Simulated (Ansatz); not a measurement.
Base system: Cu in the fcc (Cu type) structure (space group Fm-3m, No. 225; a = 3.5638 Å). Axes: x, y, z lie along the cube axes.

The values are results of PBEsol/PAW in Ansatz (an electronic-structure program), spin-orbit coupling left out, not measurements.

Strains are applied to the cell and any free atomic positions relax; under biaxial strain the out-of-plane vector relaxes too.

One change was made to it. Results:

```json
[
 {"quantity": "shortest interatomic distance", "base": "2.520 Å", "after": "2.462 Å"},
 {"quantity": "pressure (mean of the normal stresses, compression positive)", "base": "0.0 GPa", "after": "9.1 GPa"},
 {"quantity": "energy relative to the base (free energy F)", "base": "0 meV/atom", "after": "+18 meV/atom"}
]
```

What was done to the base?
A) uniaxial strain ε_yy = +0.57 %
B) biaxial strain +1.75 %, plane normal [111], relaxed out of plane
C) uniaxial strain ε_zz = −4.66 %
D) biaxial strain −3.51 %, plane normal [111], relaxed out of plane

C, uniaxial strain ε_zz = −4.66 %. For comparison, the energy relative to the base in the other runs: uniaxial strain ε_yy = +0.57 % gives +0.2 meV/atom; biaxial strain −3.51 %, plane normal [111], relaxed out of plane gives +34 meV/atom; biaxial strain +1.75 %, plane normal [111], relaxed out of plane gives +6.8 meV/atom.

Without a gap, meshes like the base's 22×22×22 leave anisotropic stresses uncertain by several tenths of a GPa, and small strain energies with them. Stability against distortions was not tested. All final runs are without spin polarisation.
